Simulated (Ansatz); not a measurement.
SmF3 (Pnma, No. 62), treated with LDA (Ansatz, a first-principles code, PAW).

Run with plane-wave cutoff 500 eV, 6×6×10 k mesh (along the axes of the cell as run), Fermi–Dirac smearing 0.05 eV, spin-polarised with parallel moments, scalar-relativistic PAW data made under PBE.

Computed at the level's own relaxed cell.

**Question.** Predict the volume per atom.

**Answer.** 
* **volume per atom**: 12.17 Å³/atom

Note: the magnetic order was assumed, not searched for or taken from measurement; the 4f shell is treated without U or exact exchange, so its levels and filling can be wrong; the volume lies 6 % below that of the published cell.

Spin–orbit coupling is not included.

Computed values are for the static lattice.
